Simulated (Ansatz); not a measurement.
Results of LDA (Ansatz, a quantum-chemistry and plane-wave program, plane waves, PAW) for HfRh3 (Pm-3m, No. 221, 4 atoms in the cell; start mp-1027).

Run with plane-wave cutoff 520 eV, 14×14×14 k mesh, Fermi–Dirac smearing 0.05 eV, no spin polarisation, scalar-relativistic PAW data made under PBE.

Cell (relaxed at this level):

```yaml
crystal:
  lattice:
    - [3.86421, 0.00000, 0.00000]
    - [0.00000, 3.86421, 0.00000]
    - [0.00000, 0.00000, 3.86421]
  atoms:
    - { symbol: Hf, position: [0.00000, 0.00000, 0.00000] }
    - { symbol: Rh, position: [0.50000, 0.00000, 0.50000] }
    - { symbol: Rh, position: [0.00000, 0.50000, 0.50000] }
    - { symbol: Rh, position: [0.50000, 0.50000, 0.00000] }
```

### Question
What does this level give for the bulk modulus?

### Answer

- bulk modulus: 264 GPa

Note: the run has no spin polarisation, so it can have missed a magnetic state; the bulk modulus is −V dP/dV from two relaxed cells at ±2 % in volume; the relaxation could not lower the start's symmetry, so the cell can be a saddle point above a distorted one.

Spin–orbit coupling is not included.

Static lattice: no zero-point or thermal effects.

A start named mp-… is a Materials Project structure, which need not be a measured phase.
